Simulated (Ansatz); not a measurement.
Input and output of a self-consistent single point for CaSe (Fm-3m, 2 atoms in the cell) (Ansatz, an electronic-structure program).

Method of the run: PBE, harder PAW files (source: ansatz) (plane waves; Ansatz).

```xyz
2
Lattice="0.0000 2.9748 2.9748 2.9748 0.0000 2.9748 2.9748 2.9748 0.0000" Properties=species:S:1:pos:R:3 pbc="T T T"
Ca     0.0000     0.0000     0.0000
Se     2.9748     2.9748     2.9748
```

Reference input (self-consistent single point, DFT, PBE, plane waves, default PAW files): basis.ecutwfc = 30.9 Ry; kpoints.mp_grid.grid = 7 7 7; hamiltonian.xc = pbe; hamiltonian.pseudopotentials = {kind: paw} (the program's default PAW files); scf.occupations.method = fermi_dirac; scf.occupations.width = 0.0037 Ry. This run's input differs from it in these lines:

Ansatz 0.2 input:
```diff
@@ -9,3 +9,3 @@
 basis:
-  ecutwfc: 30.9 Ry
+  ecutwfc: 51.1 Ry
 kpoints:
@@ -14,3 +14,3 @@
   xc: pbe
-  pseudopotentials: { kind: paw }
+  pseudopotentials: { kind: paw, source: ansatz }
 scf:
```

Log, with long lists cut:

```
SCF iter   1: F=—  HF=-7291.493109 eV  |F-HF|=—  |Δ(HF+E_count)|=         —  Δρ=7.33e-2  dr2=4.53e0  ethr=3.10e-3  ⟨swp⟩=6.8  Hψ=2021  notcnv=0
all-band conjugate gradients solve this SCF's bands
preconditioner: auto → none
SCF iter   2: F=—  HF=-7290.251647 eV  |F-HF|=—  |Δ(HF+E_count)|=    1.24e0  Δρ=2.97e-2  dr2=6.39e-1  ethr=3.10e-3  ⟨swp⟩=3.8  Hψ=976  notcnv=0
   [... lines left out ...]
SCF iter   6: F=—  HF=-7290.056687 eV  |F-HF|=—  |Δ(HF+E_count)|=   1.59e-4  Δρ=1.77e-4  dr2=2.18e-5  ethr=1.87e-6  ⟨swp⟩=2.0  Hψ=471  notcnv=0
SCF iter   7: F=—  HF=-7290.056682 eV  |F-HF|=—  |Δ(HF+E_count)|=   5.74e-6  Δρ=2.62e-5  dr2=7.17e-7  ethr=8.40e-8  ⟨swp⟩=2.0  Hψ=497  notcnv=0
SCF iter   8: F=—  HF=-7290.056681 eV  |F-HF|=—  |Δ(HF+E_count)|=   2.41e-7  Δρ=1.06e-5  dr2=1.20e-7  ethr=3.85e-10  ⟨swp⟩=7.3  Hψ=1658  notcnv=0
SCF iter   9: F=-7290.056681 eV  HF=-7290.056681 eV  |F-HF|=5.38e-9  |Δ(HF+E_count)|=   4.38e-8  Δρ=2.60e-6  dr2=6.32e-9  ethr=3.85e-10  ⟨swp⟩=4.5  Hψ=943  notcnv=0
SCF 1 converged in 9 iterations: F = -7290.056681 eV  dr2 = 6.32e-9
Free energy (F): -7290.056681 eV
Internal energy: -7290.056681 eV  (E = F + TS)
E sigma→0 (E₀):  -7290.056681 eV
Fermi energy:    8.306445 eV
--- Forces (eV/Å), atoms counted from 1 ---
  atom   1  Ca    -0.00000000    -0.00000000     0.00000000
  atom   2  Se     0.00000000    -0.00000000     0.00000000
--- Stress (GPa, compression-positive) ---
        0.206076      -0.000000      -0.000000
        0.000000       0.206076       0.000000
       -0.000000      -0.000000       0.206076
  P = ⅓ Tr σ = 0.2061 GPa (2.061 kbar)
  The stress holds the Pulay correction. Without it, at fixed plane waves, as pw.x and ABINIT print it: P = 0.2042 GPa
```

The run converged in 9 iterations. Against the reference run the pressure stays at 0.21 GPa and the gap on the mesh moves little (2.134 to 2.133 eV).

The starting cell has typed, rounded lattice constants, without a prior relaxation at this level. Its lattice was rescaled by up to half a per cent. Ansatz's pressure includes its estimate of the finite-basis (Pulay) stress.
